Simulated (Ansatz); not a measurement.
**What uniaxial stress, 1 GPa tension along x does to HfN**

The parent structure is HfN in the rock salt structure (space group Fm-3m, No. 225; a = 4.502 Å; relaxed with 0.1 eV smearing). Axes: x, y, z lie along the cube axes.

Now apply this change: uniaxial stress, 1 GPa tension along x; all other stress components relax to zero.

Method: DFT with PBEsol, PAW potentials and a 420 eV plane-wave cutoff in Ansatz (a program for electronic structure), no SOC. Settings: 22×22×22 k-points, 0.1 eV Fermi–Dirac smearing.

```csv
quantity,base,changed,shift
volume per atom,11.40 Å³,11.42 Å³,+0.014 Å³
space group,Fm-3m (No. 225),I4/mmm (No. 139),–
shortest interatomic distance,2.251 Å,2.250 Å,-0.001 Å
energy relative to the base (free energy F),0 meV/atom,+0.1 meV/atom,+0.1 meV/atom
band gap,zero,zero,–
"strain response (xx, yy, zz)",–,"(+0.17, −0.02, −0.02) %",–
```

Final structure:

```yaml
crystal:
  lattice:
    - [0.00000, 2.25036, 2.25036]
    - [2.25472, 0.00000, 2.25036]
    - [2.25472, 2.25036, 0.00000]
  atoms:
    - { symbol: N, position: [0.00000, 0.00000, 0.00000] }
    - { symbol: Hf, position: [0.50000, 0.50000, 0.50000] }
```

Beyond what the load breaks, stability against distortions was not tested. All final runs are without spin polarisation. An odd electron count without spin: HfN.
